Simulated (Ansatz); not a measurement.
## Response to strain in WC

The parent structure is WC (space group P-6m2, No. 187; relaxed with 0.1 eV smearing).

```
WC
1.0
    2.89911     0.00000     0.00000
   -1.44955     2.51070     0.00000
    0.00000     0.00000     2.82680
W C
1 1
Direct
  0.00000   0.00000   0.00000
  0.33333   0.66667   0.50000
```

Strains are applied to the cell and any free atomic positions relax.

All numbers come from Kohn–Sham DFT with the PBEsol functional, run in Ansatz (a program for electronic structure) with PAW and 420 eV plane waves, without spin-orbit coupling.

Notes on the quantities. pressure: mean of the normal stresses, compression positive.

```csv
isotropic strain (%),pressure (GPa)
-2,28.2
-1,13.2
-0.5,6.4
0,0.0
0.5,-5.9
1,-11.5
2,?
2.5,-25.9
3,-30.1
```

Task: Fit P = P₀ − Bδ + Cδ² with δ = (1 + ε)³ − 1 to the rows shown and predict the withheld row.

Result: Least squares on the printed values gives P₀ = 0.1 GPa, B = 417 GPa (at held cell shape), C = 1000 GPa (largest residual 0.2 GPa); this predicts -21.7 GPa, and the run gives -21.5 GPa, 0.2 higher.

Whether these cells are dynamically stable was not tested. The final runs are not spin-polarised.
